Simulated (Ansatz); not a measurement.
# Y, response to strain

Start from Y in the hcp (Mg type) structure (space group P6_3/mmc, No. 194; a = 3.594 Å, c = 5.610 Å; relaxed with 0.1 eV smearing). Axes: x lies along a and z along c of the hexagonal cell.

Strains are applied to the cell and any free atomic positions relax.

Method: PBEsol (Ansatz, a quantum-chemistry and plane-wave program; PAW; 420 eV plane waves; spin-orbit coupling left out).

Notes on the quantities. energy relative to the base: free energy F.

```csv
uniaxial strain ε_xx (%),energy relative to the base (meV/atom)
0,0.0
0.5,0.2
1,0.7
1.5,?
2,2.9
2.5,4.6
3,6.5
```

Task: Fit ΔE = Aε² + Bε³ (ε in %) to the rows shown and predict the withheld row.

Result: Least squares on the printed values gives A = 0.744 and B = -0.0064 meV/atom (largest residual 0.1 meV/atom); this predicts 1.7 meV/atom, and the run gives 1.7 meV/atom, in agreement.

Stability against distortions was not tested. All final runs are without spin polarisation.
